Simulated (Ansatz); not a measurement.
## SiO2 under a change: O → Te

Base system: SiO2 (space group P4_12_12, No. 92; a = 4.980 Å, c = 6.918 Å).

The change: every O is replaced by Te; the structure is relaxed again.

Level of theory: DFT with r2SCAN, PAW potentials and a 500 eV plane-wave cutoff in Ansatz (a quantum-chemistry and plane-wave program), no SOC. Settings: 4×4×3 k-points, 0.05 eV Fermi–Dirac smearing, for the changed cell.

The volume per atom increases by 19.91 Å³, from 14.30 Å³ to 34.21 Å³ and the density goes up by 2.258 g/cm³, from 2.33 g/cm³ to 4.58 g/cm³. The lattice parameter a goes up by 1.622 Å (4.980 Å → 6.602 Å) and the c/a ratio rises by 0.037 (1.389 → 1.426). The space group is still P4_12_12 (No. 92) and the shortest interatomic distance grows by 0.900 Å, from 1.612 Å to 2.512 Å. The band gap decreases by 5.39 eV to 0.96 eV and the gap character changes from direct at Γ to indirect, Γ → M. The smallest direct gap decreases by 4.75 eV (6.35 eV → 1.60 eV) and the width of the top valence band goes up by 0.099 eV (0.62 eV → 0.71 eV). The valence-band top at Γ (three highest levels, from the VBM) goes from 0.00, -0.31, -0.31 eV to 0.00, -0.19, -0.19 eV.

Final structure:

```
SiTe2
1.0
    6.60204     0.00000     0.00000
    0.00000     6.60204     0.00000
    0.00000     0.00000     9.41779
Si Te
4 8
Direct
  0.33427   0.33427   0.50000
  0.83427   0.16573   0.25000
  0.16573   0.83427   0.75000
  0.66573   0.66573   0.00000
  0.21476   0.21839   0.73987
  0.71476   0.28161   0.01013
  0.28524   0.71839   0.51013
  0.78524   0.78161   0.23987
  0.78161   0.78524   0.76013
  0.28161   0.71476   0.98987
  0.71839   0.28524   0.48987
  0.21839   0.21476   0.26013
```

With Te present, leaving out spin-orbit coupling can change the band edges. Whether these cells are dynamically stable was not tested. As relaxed here, SiTe2 is a hypothetical phase, not in the database extracts checked.
